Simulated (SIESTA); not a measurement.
SIESTA run on a (001) slab of Mo2Rh (cut from a parent of space group no. 69; 6 atoms in the cell): self-consistent single point.

Method of the run: SIESTA with GGA PBEsol, numerical atomic orbitals DZP, PseudoDojo PBEsol standard norm-conserving potentials (rewritten from UPF to PSML).

```
Mo2Rh
1.0
    2.71443     0.00000     0.00000
   -2.85316     2.71089     0.00000
    0.00000     0.00000    24.13751
Mo Rh
4 2
Direct
  0.00000   0.00000   0.29001
  0.00000   0.50000   0.71000
  0.00000   0.50000   0.54646
  0.00000   0.00000   0.45354
  0.00000   0.00000   0.62823
  0.00000   0.50000   0.37177
```

Reference input (self-consistent single point, DFT, GGA PBEsol, numerical atomic orbitals DZP, PseudoDojo PBEsol standard norm-conserving potentials (rewritten from UPF to PSML)): XC.functional = GGA; XC.authors = PBEsol; potentials = PseudoDojo PBEsol standard; PAO.BasisSize = DZP; PAO.EnergyShift = 0.01 Ry; MeshCutoff = 350 Ry; kgrid.MonkhorstPack = 8 8 1; OccupationFunction = MP; OccupationMPOrder = 0; ElectronicTemperature = 100 meV; MaxSCFIterations = 150; SCF.Mixer.Method = Pulay. This run's input differs from it in these lines:

```diff
@@ -32,4 +32,4 @@
 %block kgrid.MonkhorstPack
-    8   0   0  0.0
-    0   8   0  0.0
+   45   0   0  0.0
+    0  45   0  0.0
     0   0   1  0.0
```

Log, with long lists cut:

```
        iscf     Eharris(eV)        E_KS(eV)     FreeEng(eV)     dDmax    Ef(eV) dHmax(eV)
   scf:    1   -13936.949642   -13999.218198   -13999.241108  0.646396 -1.706765 24.545890
   scf:    2   -13919.602144   -13989.388599   -13989.415678  0.395799 -3.450268 27.020332
   scf:    3   -13873.364410   -13978.796495   -13978.823146  0.316998 -2.951902 52.306510
   scf:    4   -14028.834732   -14014.499906   -14014.524152  0.157391 -3.128707 16.631037
   scf:    5   -13987.516658   -14008.613753   -14008.641006  0.257082 -3.804867 27.904205
   [... 12 lines left out ...]
   scf:   18   -14019.939728   -14019.939725   -14019.966989  0.000045 -3.984004  0.004337
   scf:   19   -14019.939728   -14019.939727   -14019.966990  0.000055 -3.984387  0.002071
   scf:   20   -14019.939726   -14019.939726   -14019.966990  0.000037 -3.984506  0.001088
   scf:   21   -14019.939727   -14019.939727   -14019.966990  0.000031 -3.984696  0.000152
SCF Convergence by DM+H criterion
max |DM_out - DM_in|         :     0.0000313626
max |H_out - H_in|      (eV) :     0.0001517202
SCF cycle converged after 21 iterations

Using DM_out to compute the final energy and forces

siesta: E_KS(eV) =           -14019.9397

siesta: E_KS - E_eggbox =    -14019.9397

siesta: Atomic forces (eV/Ang):
     1    0.000000    0.000000    0.344752
     2   -0.000000    0.000000   -0.345468
     3    0.000000    0.000000    0.164423
     4    0.000000   -0.000000   -0.164413
     5    0.000000   -0.000000   -0.154840
     6   -0.000000   -0.000000    0.155277
   Tot    0.000000    0.000000   -0.000270
   Max    0.345468
   Res    0.137509    sqrt( Sum f_i^2 / 3N )
   Max    0.345468    constrained

   [... lines left out ...]
siesta: FreeEng =    -14019.966990
   [... lines left out ...]

siesta: Cell volume =        177.616239 Ang**3

siesta: Pressure (static):
siesta:                Solid            Molecule  Units
siesta:          -0.00045035         -0.00036676  Ry/Bohr**3
siesta:          -0.04134903         -0.03367398  eV/Ang**3
siesta:         -66.24845350        -53.95166913  kBar

siesta: Electric dipole (a.u.)  =   -0.000000   -0.000000   -0.000001
siesta: Electric dipole (Debye) =   -0.000000   -0.000000   -0.000002
```

The run converged in 21 iterations. Against the reference run the free energy goes down by 27.0 meV/atom and the largest force goes from 0.362 to 0.345 eV/Å.

The starting cell comes from a database of computed structures (which also holds hypothetical and non-ambient phases and stackings), without a prior relaxation at this level. The slab is cut from that crystal, and its faces are unrelaxed. Its lattice was rescaled by up to half a per cent. Spin polarisation is off. Values carry the incompleteness of an atom-centred basis.

Cost on one core of a shared machine: roughly 6 min.
